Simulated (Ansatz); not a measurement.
The starting structures come from a database of crystals and need not be the phases stable at ambient conditions.

The decay constant κ of evanescent states in the gap governs leakage through a thin film.

Data:

```xyz
4
Lattice="6.2109 0.0000 0.0000 3.1054 6.9685 -0.1236 3.1054 -1.3342 2.8042" Properties=species:S:1:pos:R:3 pbc="T T T"
Ag     0.0000     0.0000     0.0000
Ag     3.1054     0.0000     0.0000
I      4.6582     4.6102     0.4739
I      4.6582     1.0241     2.2068
```

Space group of this cell: P4/nmm. The cell was relaxed by PBE-D3(BJ); by PBEsol its mean pressure is -1.0 GPa.

Transport runs along the normal of the first two printed cell vectors, the (111) plane of the conventional cell.

No gap correction and no spin-orbit coupling; mid-gap values are interpolated between computed energies.

Predict the band gap and the smallest decay constant κ at mid-gap from Ansatz (an electronic-structure program) with PBEsol.

Gap 1.12 eV on a 12×12×12 mesh; κ = 0.117 1/Å, at the zone centre.
